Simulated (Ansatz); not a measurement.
## Effect of biaxial strain −1.50 %, plane normal [001], relaxed out of plane on Al

Base system: Al in the fcc (Cu type) structure (space group Fm-3m, No. 225; a = 4.015 Å; relaxed with 0.1 eV smearing). Axes: x, y, z lie along the cube axes.

It is then changed as follows: biaxial strain −1.50 %, plane normal [001], relaxed out of plane (Cartesian); in-plane vectors clamped, the third vector and the atoms free.

Level of theory: DFT with PBEsol, PAW potentials and a 420 eV plane-wave cutoff in Ansatz (a quantum-chemistry and plane-wave program), no spin-orbit coupling. Γ-centred 28×28×28 mesh, Fermi–Dirac width 0.1 eV.

```csv
quantity,base,changed,shift
volume per atom,16.19 Å³,15.98 Å³,-0.21 Å³
space group,Fm-3m (No. 225),I4/mmm (No. 139),–
shortest interatomic distance,283.9 pm,279.7 pm,-4.26 pm
energy relative to the base (free energy F),0 meV/atom,+2.5 meV/atom,+2.5 meV/atom
"pressure (mean of the normal stresses, compression positive)",0.0 GPa,1.2 GPa,+1.2 GPa
band gap,zero,zero,–
out-of-plane strain,–,+1.75 %,–
ratio −ε⊥/ε∥,–,1.17,–
mean in-plane stress (compression positive),–,+1.7 GPa,–
```

Final structure (turned so that z lies along the plane normal):

```xyz
1
Lattice="2.7968 0.0000 0.0000 0.0000 2.7968 0.0000 1.3984 -1.3984 2.0429" Properties=species:S:1:pos:R:3 pbc="T T T"
Al     0.0000     0.0000     0.0000
```

Cost of the whole job for the changed cell (relaxation, final SCF and bands): very roughly 50 core-seconds.

Stability against distortions was not tested.
